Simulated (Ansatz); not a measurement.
The structure below was relaxed with PBEsol/PAW in Ansatz (a quantum-chemistry and plane-wave program), spin-orbit coupling left out, earlier PAW set.

```
CELL_PARAMETERS angstrom
      0.00000     2.95538     2.95538
      2.95538     0.00000     2.95538
      2.95538     2.95538     0.00000
ATOMIC_POSITIONS crystal
  Os 0.75000 0.75000 0.75000
  Hg 0.00000 0.00000 0.00000
```

**Question.** Find the space group and the Wyckoff positions.

**Answer.** Space group F-43m (No. 216); a = 5.911 Å, b = 5.911 Å, c = 5.911 Å, α = 90.00°, β = 90.00°, γ = 90.00°

| atom | site | symmetry | x | y | z |
|---|---|---|---|---|---|
| Os | 4c | -43m | 0.2500 | 0.2500 | 0.2500 |
| Hg | 4a | -43m | 0.0000 | 0.0000 | 0.0000 |

**Question.** Describe the coordination.

**Answer.** The crystal has 8 atoms in its conventional cell. Cell: a = b = c = 5.911 Å, α = β = γ = 90.00°. Os is coordinated by 4 Hg at 2.559 Å (tetrahedral). Hg is surrounded by 4 Os at 2.559 Å (tetrahedral). (Neighbours: up to the widest gap in distance over summed covalent radii, below 1.35, at either atom.)

Spin-orbit coupling, missing from the scalar runs, can matter with Hg and Os. Whether these cells are dynamically stable was not tested. The final runs are not spin-polarised. The cell was made from HgSe by this change: Se → Os; the result is a hypothetical phase, not in the database extracts checked. HgOs has a high density of states at the Fermi level and may be magnetic at this level.
